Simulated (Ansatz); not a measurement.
Relaxation of the outer planes of the (30-32) surface of hcp Y in its 1x1 cell, outermost plane spacing 0.99 Å in the ideal cut.

All values below come from PBE (plane waves to 420 eV, PAW; Ansatz, a quantum-chemistry and plane-wave program).

Set-up: 22 atoms, 9.9 Å thick at the start (thin: gaps and levels are the slab's own); mesh 10x2x1; 0.1 eV smearing; dipole correction on; all atoms relaxed; start symmetry kept, larger cells not searched; no spin, no spin-orbit, no U.

| plane | atoms | bulk spacing to the next (Å) | relaxed spacing (Å) | change (%) | rumpling (Å) |
|---|---|---|---|---|---|
| 1 | 2 Y | 0.990 | [?] | [?] | 0.03 |
| 2 | 2 Y | 0.990 | 0.982 | -0.7 | 0.03 |

**Question.** Fill in the missing entries.

**Answer.** 
- 1, relaxed spacing (Å): 0.896
- 1, change (%): -9.4
